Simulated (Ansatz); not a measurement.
# KTaO$_{3}$ under load (space group R-3m): band-edge transport data

```
CELL_PARAMETERS angstrom
      3.98748     0.00667     0.00667
      0.00667     3.98748     0.00667
      0.00667     0.00667     3.98748
ATOMIC_POSITIONS crystal
  K  0.50000 0.50000 0.50000
  Ta 0.00000 0.00000 0.00000
  O  0.00000 0.50000 0.00000
  O  0.50000 0.00000 0.00000
  O  0.00000 0.00000 0.50000
```

The numbers are results of PBEsol with spin-orbit coupling, rigid bands (plane waves, PAW; Ansatz, an electronic-structure program), not measurements. Condition of this run: uniaxial stress along [111] of -1 GPa (compression positive) (the target of the relaxation). How the cell was made: cell and atoms relaxed with PBEsol, then loaded as said.

The band gap is 1.99 eV. The electron conductivity mass (300 K, dilute) is 0.46 mₑ. The hole conductivity mass (300 K, dilute) is 2.1 mₑ, the effective density of states N_c (300 K) is 1.4e19 cm⁻³ and the effective density of states N_v (300 K) is 4.1e20 cm⁻³. The density-of-states mass, electrons is 0.66 mₑ and the density-of-states mass, holes comes out as 6.4 mₑ. The Seebeck coefficient, n-type 1e19 cm⁻³, 300 K is -275 μV/K. The Seebeck coefficient, p-type 1e19 cm⁻³, 300 K is 555 μV/K.

Rigid bands; masses and Seebeck coefficients take one relaxation time τ for all states and one kind of carrier; polarons and phonon drag are left out.
